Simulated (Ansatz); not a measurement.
# CaB6 (space group Pm-3m, No. 221)

```yaml
crystal:
  lattice:
    - [4.14779, 0.00000, 0.00000]
    - [0.00000, 4.14779, 0.00000]
    - [0.00000, 0.00000, 4.14779]
  atoms:
    - { symbol: Ca, position: [0.00000, 0.00000, 0.00000] }
    - { symbol: B, position: [0.20178, 0.50000, 0.50000] }
    - { symbol: B, position: [0.79822, 0.50000, 0.50000] }
    - { symbol: B, position: [0.50000, 0.20178, 0.50000] }
    - { symbol: B, position: [0.50000, 0.79822, 0.50000] }
    - { symbol: B, position: [0.50000, 0.50000, 0.20178] }
    - { symbol: B, position: [0.50000, 0.50000, 0.79822] }
```

Computed with Ansatz (an electronic-structure program) PBE, no spin-orbit coupling. Γ-centred 8×8×8 mesh, Fermi–Dirac width 0.05 eV.

- Volume per atom = 10.19 Å³
- Density = 2.44 g/cm³
- Band gap = zero
- Total energy = -393.602 eV/atom (σ→0; compares only within this code and set-up)

Whether these cells are dynamically stable was not tested. All final runs are without spin polarisation. A zero or small gap of CaB6 can be the functional's error rather than a property of the material.
